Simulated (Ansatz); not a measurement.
**Habitual settings against a tight run: AgS2Au2 (Pc, 10 atoms in the cell)**

Self-consistent single point.

```yaml
crystal:
  lattice:
    - [7.36794, 0.00000, 0.00000]
    - [0.00000, 4.50258, 0.00000]
    - [-0.11838, 0.00000, 7.24973]
  atoms:
    - { symbol: Ag, position: [0.40214, 0.23690, 0.35400] }
    - { symbol: Ag, position: [0.40214, 0.76310, 0.85400] }
    - { symbol: S, position: [0.02746, 0.82958, 0.00561] }
    - { symbol: S, position: [0.02746, 0.17042, 0.50561] }
    - { symbol: S, position: [0.45062, 0.73592, 0.50978] }
    - { symbol: S, position: [0.45062, 0.26408, 0.00978] }
    - { symbol: Au, position: [0.75299, 0.10404, 0.00007] }
    - { symbol: Au, position: [0.75299, 0.89596, 0.50007] }
    - { symbol: Au, position: [0.99179, 0.50099, 0.25554] }
    - { symbol: Au, position: [0.99179, 0.49901, 0.75554] }
```

Level of theory: PBEsol, PAW files made with PBE (plane waves; Ansatz, a first-principles code).

Base settings: basis.ecutwfc = 420 eV; kpoints.mp_grid.grid = 4 5 4; kpoints.mp_grid.shift = 0.5 0.5 0.5; hamiltonian.xc = pbesol; hamiltonian.pseudopotentials = {kind: paw} (the program's default PAW files); scf.occupations.method = gaussian; scf.occupations.width = 0.272 eV.

Tight run (finer mesh or higher cutoff; not a proven limit): basis.ecutwfc: 420 eV → 590 eV; kpoints.mp_grid.grid: 4 5 4 → 6 7 6; scf.convergence.dr2_threshold: default (1e-07 eV) → 1e-09 eV. It gave Fermi level (on the code's own zero) 8.16 eV; pressure -6.39 GPa; largest force (vector length) 0.685 eV/Å.

Quick runs, as changes from the base:
- A: the base itself
- B: basis.ecutwfc: 420 eV → 210 eV; kpoints.mp_grid.grid: 4 5 4 → 2 2 2; hamiltonian.xc: pbesol → lda [LDA (PW92)]
- C: basis.ecutwfc: 420 eV → 250 eV; kpoints.mp_grid.grid: 4 5 4 → 6 6 6; scf.occupations.width: 0.272 eV → 0.5 eV
- D: basis.ecutwfc: 420 eV → 295 eV; kpoints.mp_grid.grid: 4 5 4 → 4 4 4; scf.occupations.method: gaussian → fermi_dirac; scf.occupations.width: 0.272 eV → 0.5 eV

Energies are extrapolated to zero smearing width, which holds to low order in the width alone.

Dashes: energy of B, another energy zero; time of B, D, under 30 s.

† marks runs with another functional, U, potentials or spin treatment: their distance from the tight run is not a convergence error alone.

The count of work is k-points × plane waves × bands × iterations; it is no time. Core times come from one kind of shared machine and are given to one figure; runs under 30 s give none.

Pressures in the table are Ansatz's without its Pulay estimate, at a fixed set of plane waves; the tight run's value above holds the estimate.

The starting cell comes from a database of computed structures (which also holds hypothetical and non-ambient phases and stackings), without a prior relaxation at this level. Its lattice was rescaled by a random factor within 2.5 % of one. In the base run, with a pressure of about -6 GPa the cell is away from its equilibrium volume at this level. The run gives no clean gap (levels at the Fermi energy touch, overlap or are partly filled at this smearing), which alone does not show that the compound is a metal.

| run | energy less tight (meV/atom) | pressure less tight (GPa) | largest miss in a force vector (eV/Å) | count of work / tight | core time / tight (rough) |
|---|---|---|---|---|---|
| A | 2.8 | -0.01 | 0.008 | 0.16 | 0.2 |
| B† | – | -130.02 | 0.302 | 0.0051 | – |
| C | 685.1 | -32.90 | 0.102 | 0.15 | 0.2 |
| D | 50.3 | -4.57 | 0.059 | 0.062 | – |

Among the runs at the tight run's level, the energy misses run from 2.8 to 685.1 meV/atom.

Left out of this page: 2 runs of the series outside the window shown, repeating another row's setting, or not comparable.

Keys are those of Ansatz 0.2.
